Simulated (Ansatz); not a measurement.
# LaAl₂ in the cubic Laves (MgCu2 type) structure (space group Fd-3m, No. 227; a cell from a computed database, its experimental status unchecked)

```yaml
crystal:
  lattice:
    - [0.00000, 4.02964, 4.02964]
    - [4.02964, 0.00000, 4.02964]
    - [4.02964, 4.02964, 0.00000]
  atoms:
    - { symbol: La, position: [0.50000, 0.50000, 0.50000] }
    - { symbol: La, position: [0.75000, 0.75000, 0.75000] }
    - { symbol: Al, position: [0.12500, 0.12500, 0.12500] }
    - { symbol: Al, position: [0.62500, 0.12500, 0.12500] }
    - { symbol: Al, position: [0.12500, 0.12500, 0.62500] }
    - { symbol: Al, position: [0.12500, 0.62500, 0.12500] }
```

All numbers come from PBEsol, PAW, 420 eV (Ansatz, a program for electronic structure; no spin-orbit coupling). Settings: 10×10×10 k-points, 0.05 eV Fermi–Dirac smearing.

| Property | Result |
|---|---|
| Volume per atom | 21.81 Å³ |
| Density | 4.89 g/cm³ |
| Band gap | zero |
| Total energy | -2403.957 eV/atom (σ→0; compares only within this code and set-up) |

Whether these cells are dynamically stable was not tested.
